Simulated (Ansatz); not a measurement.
Results of LDA in Ansatz (PAW) for SiSn (model structure, started from the WC type, P-6m2, No. 187, 2 atoms in the cell).

The input as run:

Ansatz 0.2 input:
```yaml
crystal:
  lattice:
    - [3.7776345541, 0.0000003026, 0.0]
    - [-1.8888175391, 3.2715273387, 0.0]
    - [0.0, 0.0, 3.562927752]
  atoms:
    - { symbol: Sn, position: [0.0, 0.0, 0.0] }
    - { symbol: Si, position: [0.6666666667, 0.3333333333, 0.5] }
basis:
  ecutwfc: 520
  ecutrho_ratio: 4
  xc_grid: 2
kpoints:
  mp_grid: { grid: [18, 18, 16] }
hamiltonian:
  xc: lda
  dispersion: none
  pseudopotentials: { kind: paw }
scf:
  occupations: { method: fermi_dirac, width: 0.05 }
  convergence: { dr2_threshold: 0.0000000002 }
output:
  forces: true
  stress: true
  eigenvalues: true
```

Question: How many irreducible k-points, plane waves at Γ does the program set up, and what pressure does the run end with?

Answer: 333 irreducible k-points, 1171 plane waves at Γ; P = -1.34 GPa, so the cell is stretched on average and its volume would shrink at this level.

From the output:

```
Crystal: 2 atoms, lattice volume = 44.033 Å³
Basis set: ecut = 520 eV, 1171 PW (Γ), exchange–correlation on 60×60×54 points (8 copies of the dense FFT grid, shifted against one another)
Bands: 13, of which v1, the nominal top of the filled ones, is band 9 counted from 1 (8 counted from 0)
Symmetry: 12 space group operations
Space group: P-6m2 (ITA 187), of the structure as read, at distance tolerance 3.5e-5 Å
k-points: 333 of 5184 (time reversal used)
Functional: x = slater, c = lda
SCF iter   1: F=—  HF=-6487.455025 eV  |F-HF|=—  |Δ(HF+E_count)|=         —  Δρ=6.66e-3  dr2=1.39e-2
SCF iter   2: F=—  HF=-6487.450710 eV  |F-HF|=—  |Δ(HF+E_count)|=   4.31e-3  Δρ=3.78e-3  dr2=5.38e-3
  ...
SCF iter   7: F=—  HF=-6487.448856 eV  |F-HF|=—  |Δ(HF+E_count)|=   4.26e-9  Δρ=1.60e-6  dr2=7.99e-10
SCF iter   8: F=-6487.448856 eV  HF=-6487.448856 eV  |F-HF|=7.28e-12  |Δ(HF+E_count)|=  2.96e-10  Δρ=1.99e-7  dr2=1.11e-11
SCF 1 converged in 8 iterations: F = -6487.448856 eV  dr2 = 1.11e-11
SCF converged after 8 iterations
Free energy (F): -6487.448856 eV
Internal energy: -6487.441521 eV  (E = F + TS)
E sigma→0 (E₀):  -6487.445188 eV
Fermi energy:    9.496560 eV
--- Stress (GPa, compression-positive) ---
       -1.193269       0.000000       0.000000
       -0.000000      -1.193269       0.000000
        0.000000       0.000000      -1.631959
  P = ⅓ Tr σ = -1.3395 GPa (-13.395 kbar)
```

The PAW data were made under PBE.

Note: the relaxation could raise the start's symmetry but not lower it, so the cell can be a saddle point. Note: cell and atoms aren't relaxed at this level (pressure -1.3 GPa).

A model structure was made by putting elements into a prototype or built by hand; it is no filed structure, need not be a known phase, and can be a saddle point held by its symmetry.

Ansatz is an electronic-structure program.
